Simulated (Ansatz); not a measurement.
Given:

End structure of C on the (111) surface of germanium (2x2 Ge adatom at T4; a constructed slab, bottom: 4 H on 4 bottom sites), one in a cell of 57 Å², started at the site 'over Ge at depth 1.5 Å':

```yaml
crystal:
  lattice:
    - [8.14587, 0.00000, 0.00000]
    - [-4.07294, 7.05453, 0.00000]
    - [0.00000, 0.00000, 33.50000]
  atoms:
    - { symbol: Ge, position: [0.00000, 0.00000, 0.33721] }
    - { symbol: Ge, position: [0.50000, 0.00000, 0.33721] }
    - { symbol: Ge, position: [0.00000, 0.50000, 0.33721] }
    - { symbol: Ge, position: [0.50000, 0.50000, 0.33721] }
    - { symbol: Ge, position: [0.16667, 0.33333, 0.36203] }
    - { symbol: Ge, position: [0.66667, 0.33333, 0.36203] }
    - { symbol: Ge, position: [0.16667, 0.83333, 0.36203] }
    - { symbol: Ge, position: [0.66667, 0.83333, 0.36203] }
    - { symbol: Ge, position: [0.16726, 0.33274, 0.43637] }
    - { symbol: Ge, position: [0.66549, 0.33274, 0.43637] }
    - { symbol: Ge, position: [0.16726, 0.83451, 0.43637] }
    - { symbol: Ge, position: [0.66667, 0.83333, 0.43505] }
    - { symbol: Ge, position: [0.33333, 0.16667, 0.46255] }
    - { symbol: Ge, position: [0.83183, 0.16366, 0.46045] }
    - { symbol: Ge, position: [0.33634, 0.66817, 0.46045] }
    - { symbol: Ge, position: [0.83183, 0.66817, 0.46045] }
    - { symbol: Ge, position: [0.33447, 0.16553, 0.53779] }
    - { symbol: Ge, position: [0.82991, 0.15968, 0.53474] }
    - { symbol: Ge, position: [0.34032, 0.67009, 0.53474] }
    - { symbol: Ge, position: [0.82528, 0.67472, 0.53453] }
    - { symbol: Ge, position: [0.00218, 0.00254, 0.56367] }
    - { symbol: Ge, position: [0.50089, 0.99911, 0.56380] }
    - { symbol: Ge, position: [0.99551, 0.50449, 0.54968] }
    - { symbol: Ge, position: [0.49746, 0.49782, 0.56367] }
    - { symbol: Ge, position: [0.98312, 0.97802, 0.63951] }
    - { symbol: Ge, position: [0.51894, 0.98106, 0.64073] }
    - { symbol: Ge, position: [0.01795, 0.48205, 0.62107] }
    - { symbol: Ge, position: [0.52198, 0.51688, 0.63951] }
    - { symbol: Ge, position: [0.17043, 0.32957, 0.66062] }
    - { symbol: Ge, position: [0.69210, 0.33537, 0.65324] }
    - { symbol: Ge, position: [0.16463, 0.80790, 0.65324] }
    - { symbol: Ge, position: [0.67412, 0.82588, 0.67867] }
    - { symbol: H, position: [0.00082, 0.00041, 0.29069] }
    - { symbol: H, position: [0.49959, 0.00041, 0.29069] }
    - { symbol: H, position: [0.00000, 0.50000, 0.29070] }
    - { symbol: H, position: [0.49959, 0.49918, 0.29069] }
    - { symbol: Ge, position: [0.98311, 0.51689, 0.70457] }
    - { symbol: C, position: [0.11505, 0.38495, 0.71325] }
```

Set-up: 38 atoms, 13.7 Å thick at the start with caps and adatoms under the adsorbate (thin: gaps and levels are the slab's own); mesh 3x3x1; 0.01 eV smearing; dipole correction on; 20 atoms held, the rest relaxed; start symmetry kept, larger cells not searched; spin-polarised, no spin-orbit, no U, no dispersion correction. The slab shows no gap over 0.04 eV on its mesh. The starting moment vanished. At the end it is bonded to 2 Ge. In PBE it is, or lies within 0.03 eV of, the lowest of the starts that converged.

A negative adsorption energy means that the adsorbate is more stable on the surface than in its reference.

Question: What adsorption energy against an atom of graphite does Ansatz (a program for electronic structure) with PBE give?

Answer: 3.67 eV

Question: Predict the change of the step from the bottom to the top vacuum level, against the clean slab from PBE.

Answer: 0.73 eV
